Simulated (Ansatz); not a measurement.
The starting structures come from a database of crystals and need not be the phases stable at ambient conditions.

Tunnelling through a barrier is set by its complex band structure: the current falls as exp(−2κd) with the smallest κ.

Consider the following.

```
CELL_PARAMETERS angstrom
      3.86549     0.00000     0.00000
      0.00000     5.45561     0.00000
      0.00000     0.00000     3.98145
ATOMIC_POSITIONS crystal
  Al 0.50000 0.50000 0.50000
  Ga 0.00000 0.00000 0.00000
  P  0.50000 0.74961 0.00000
  P  0.00000 0.25039 0.50000
```

Space group of this cell: Pmm2. The cell is strained (lengths along the current scaled by 1.03, ions clamped); by PBEsol its mean pressure is -2.6 GPa.

Transport runs along the normal of the first two printed cell vectors.

The gap is the functional's own, uncorrected, and κ follows it; spin-orbit coupling is left out. Mid-gap values are interpolated between the computed energies.

Q: Estimate the band gap and the smallest decay constant κ at mid-gap that PBEsol run with Ansatz (an electronic-structure program) returns for this system.

A: Gap 1.42 eV on a 8×6×8 mesh; κ = 0.111 1/Å, at the zone centre.
